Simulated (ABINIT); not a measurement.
Input and output of a self-consistent single point for SnSe2 (P-3m1, 3 atoms in the cell) (ABINIT).

Method of the run: PBE, norm-conserving pseudopotentials (PseudoDojo nc-sr-05 PBE standard) (plane waves; ABINIT).

The change in words: lattice scaled by 0.98. Reference geometry:
```
SnSe2
1.0
    1.90500    -3.29956     0.00000
    1.90500     3.29956     0.00000
    0.00000     0.00000     6.14000
Sn Se
1 2
Cartesian
  0.00000   0.00000   0.00000
  1.90500   1.09985   1.53500
  1.90500  -1.09985   4.60500
```

Reference input (self-consistent single point, DFT, PBE, plane waves, norm-conserving pseudopotentials (PseudoDojo nc-sr-05 PBE standard)): pseudos = [Sn.upf, Se.upf]; ecut = 86 Ry; occopt = 3; tsmear = 0.05 eV; ngkpt = 7 7 4; nshiftk = 1; shiftk = 0 0 0; potentials = PseudoDojo nc-sr-05 PBE standard; nband = 30; kptopt = 1; nstep = 80; tolvrs = 1e-10. This run's input differs from it in these lines:

```diff
@@ -5,5 +5,5 @@
 rprim
-         3.5999282683   -6.2352586643    0.0000000000
-         3.5999282683    6.2352586643    0.0000000000
-         0.0000000000    0.0000000000   11.6029184052
+         3.5279298915   -6.1105538177    0.0000000000
+         3.5279298915    6.1105538177    0.0000000000
+         0.0000000000    0.0000000000   11.3708600371
 natom 3
@@ -14,4 +14,4 @@
          0.0000000000    0.0000000000    0.0000000000
-         3.5999282683    2.0784195548    2.9007296013
-         3.5999282683   -2.0784195548    8.7021888039
+         3.5279298915    2.0368512726    2.8427150093
+         3.5279298915   -2.0368512726    8.5281450278
 ecut 86 Ry
```

Output, abridged:

```
--- !BeginCycle
solver: {iscf: 7, nstep: 80, nline: 4, wfoptalg: 0, }
tolerances: {tolvrs: 1.00E-10, }
...

     iter   Etot(hartree)      deltaE(h)  residm     vres2
 ETOT  1  -319.98316494505    -3.200E+02 1.049E+00 1.525E+02
 ETOT  2  -321.33099951337    -1.348E+00 1.737E-02 3.113E+01
 ETOT  3  -321.33404643574    -3.047E-03 9.547E-03 2.389E+00
 ETOT  4  -321.33415707486    -1.106E-04 6.558E-03 1.373E-01
 ETOT  5  -321.33416497979    -7.905E-06 2.625E-03 1.260E-02
   [... 3 lines left out ...]
 ETOT  9  -321.33416562936    -5.440E-10 1.565E-04 4.066E-07
 ETOT 10  -321.33416562940    -3.939E-11 3.250E-04 7.775E-09
 ETOT 11  -321.33416562941    -9.095E-12 1.225E-04 6.741E-10
 ETOT 12  -321.33416562940     1.205E-11 2.422E-04 2.756E-11
 At SCF step   12       vres2   =  2.76E-11 < tolvrs=  1.00E-10 =>converged.

 Cartesian components of stress tensor (hartree/bohr^3)
  sigma(1 1)= -3.60331028E-04  sigma(3 2)=  0.00000000E+00
  sigma(2 2)= -3.60331028E-04  sigma(3 1)=  0.00000000E+00
  sigma(3 3)= -3.94024845E-04  sigma(2 1)=  0.00000000E+00

 ----iterations are completed or convergence reached----

 reduced coordinates (array xred) for    3 atoms
       0.000000000000      0.000000000000      0.000000000000
       0.333333333333      0.666666666667      0.250000000002
       0.666666666667      0.333333333333      0.749999999998
 cartesian forces (eV/Angstrom) at end:
    1     -0.00000000000000    -0.00000000000000    -0.00000000000000
    2     -0.00000000000000    -0.00000000000000     1.37613315837736
   [... lines left out ...]
 Fermi (or HOMO) energy (hartree) =   0.13289   Average Vxc (hartree)=  -0.37869
 Fermi (or HOMO) energy (eV) =   3.61624   Average Vxc (eV)= -10.30470
   [... lines left out ...]
total_energy        : -3.21334165629401E+02
total_energy_eV     : -8.74394732827445E+03
band_energy         : -4.01232913891017E+01
...

-Cartesian components of stress tensor (GPa)         [Pressure=  1.0932E+01 GPa]
- sigma(1 1)= -1.06013031E+01  sigma(3 2)=  0.00000000E+00
- sigma(2 2)= -1.06013031E+01  sigma(3 1)=  0.00000000E+00
- sigma(3 3)= -1.15926092E+01  sigma(2 1)=  0.00000000E+00

 Calculation completed.
```

The run converged in 12 iterations. Against the reference run the free energy rises by 75.3 meV/atom, the pressure goes from 5.30 to 10.93 GPa, the largest force goes from 0.716 to 1.376 eV/Å and the gap on the mesh goes from 0.802 to 0.847 eV.

The starting cell has typed, rounded lattice constants, without a prior relaxation at this level. For this run, on top of that: lattice scaled by 0.98. With a pressure of about 11 GPa the cell is away from its equilibrium volume at this level. Forces in this geometry exceed 1 eV/Å.

Cost on one core of a shared machine: roughly 5 min.
